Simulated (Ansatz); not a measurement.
**(Ti,Hf)Si2: HfTi$_{3}$Si$_{8}$**

A 24-atom cell of (Ti,Hf)Si2 started in the ZrSi2 (C49) type structure, site fractions Ti 0.750, Hf 0.250, short-range order -0.11 among the nearest mixed sites of the first mixed sublattice (0 is random, a negative value favours unlike neighbours), space group Cm at the end.

The mixing enthalpy is taken against the end members in the ZrSi2 (C49) type type (which need not be the stable form of every end member), relaxed in the same cell and mesh.

All values below come from PBE (plane waves to 420 eV, PAW; Ansatz, a first-principles code). Spin–orbit coupling is left out; the runs are not spin-polarised. Its k-point mesh 6×5×5, Fermi–Dirac width 0.05 eV.

| Quantity | Value |
|---|---|
| volume per atom | 14.90 Å³ |
| Si–Ti bonds (within 1.22 times the sum of covalent radii) | 2.691 Å on average, from 2.595 to 2.978 (60) |
| Hf–Si bonds (within 1.22 times the sum of covalent radii) | 2.746 Å on average, from 2.645 to 2.931 (20) |
| mixing enthalpy per site of the mixed sublattice | 34 meV |
| departure of the mean lattice parameter from Vegard's line | under 0.15 %, inside the noise of the relaxations |

```xyz
24
Lattice="-0.0004 -0.0002 7.1995 1.7920 -6.9313 3.5999 7.1673 -0.0003 -3.6002" Properties=species:S:1:pos:R:3 pbc="T T T"
Hf     1.8101    -5.4894     2.6999
Ti     1.7744    -5.4647     6.2996
Hf     5.3575    -5.4881     2.6996
Ti     5.3913    -5.4670     6.2995
Ti     3.5843    -1.4290     4.5105
Ti     3.5846    -1.4288     0.8888
Ti     7.1664    -1.4300     4.4982
Ti     7.1668    -1.4297     0.9006
Si     1.7924    -0.8980     2.6997
Si     1.7911    -0.8327     6.2995
Si     5.3620    -0.8541     2.6995
Si     5.3899    -0.8510    -0.9003
Si     3.5835    -6.1854     4.5690
Si     3.5831    -6.1855     8.0302
Si     7.1669    -6.1834     4.4995
Si     7.1673    -6.1833     0.8997
Si     3.5849    -3.4577     6.2996
Si     3.5830    -3.3844     2.6998
Si     7.1579    -3.4227    -0.9001
Si     7.1760    -3.4207     2.6994
Si     1.7913    -3.4246     8.0754
Si     1.7915    -3.4245     4.5237
Si     5.3752    -3.4238     0.8766
Si     5.3749    -3.4238     4.5225
```
